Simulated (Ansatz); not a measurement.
System: ZrB (model structure, started from the WC type, P-6m2, No. 187, 2 atoms in the cell). Method: r²SCAN (Ansatz, a first-principles code, plane waves, PAW).

Run with plane-wave cutoff 560 eV, 24×24×18 k mesh (along the axes of the cell as run), Fermi–Dirac smearing 0.05 eV, scalar-relativistic PAW data made under PBE.

Cell (relaxed at this level):

ZrB is taken in the hexagonal space group P-6m2 (No. 187), Pearson symbol hP2. Lattice parameters: a = b = 3.535 Å, c = 2.874 Å, α = β = 90.00°, γ = 120.00°. Zr on 1a is coordinated by 6 B at 2.496 Å (trigonal prismatic). B on 1f is coordinated by 6 Zr at 2.496 Å (trigonal prismatic). (Neighbours: up to the widest gap in distance over summed covalent radii, below 1.35, at either atom; cation-cation and far metal-metal contacts left out.)

Question: Predict the bulk modulus.

Answer: 
- bulk modulus: 131 GPa

The run finds no gap.

Note: the bulk modulus is −V dP/dV from two relaxed cells at ±2 % in volume; the relaxation could raise the start's symmetry but not lower it, so the cell can be a saddle point.

The computed numbers hold no vibrational or temperature effects.

Cost on a shared machine: around 13 core-minutes (rough).

A model structure was made by putting elements into a prototype or built by hand; it is no filed structure, need not be a known phase, and can be a saddle point held by its symmetry.
